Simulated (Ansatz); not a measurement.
**PBE against r2SCAN: ZnSe, pressure 5 GPa**

The parent structure is ZnSe in the zinc blende structure (space group F-43m, No. 216; a = 5.733 Å).

(Cell as relaxed with PBE.)

Levels (all Ansatz, an electronic-structure program, PAW): PBE (420 eV, spin-orbit coupling left out); r2SCAN (500 eV, no spin-orbit coupling).

Each level relaxes its own structure.

| base | PBE | r2SCAN |
|---|---|---|
| volume per atom | 23.55 Å³ | 22.73 Å³ |
| lattice parameter a | 5.733 Å | 5.665 Å |
| band gap | 1.15 eV | 1.87 eV |

One thing is altered: a hydrostatic pressure of 5 GPa.

```
quantity              PBE      r2SCAN
---------------  --------  ----------
band gap          1.45 eV  (withheld)
volume per atom  21.86 Å³  (withheld)
```

### Question
What does r2SCAN give?

### Answer

- band gap, r2SCAN: 2.16 eV
- volume per atom, r2SCAN: 21.27 Å³

PBE's band gap lies 0.71 eV below r2SCAN's; PBE's volume per atom lies 0.583 Å³ above r2SCAN's (2.7 %). Neither level is exact; r2SCAN is the comparison here, not a measurement.

Load acts through the strain it causes; cell and atoms are relaxed under it. No phonon test of stability was made. Tetrahedral semiconductors of this kind turn to denser phases somewhere between about 1 and 50 GPa; those were not computed, so compressed cells here can lie past the real transition.
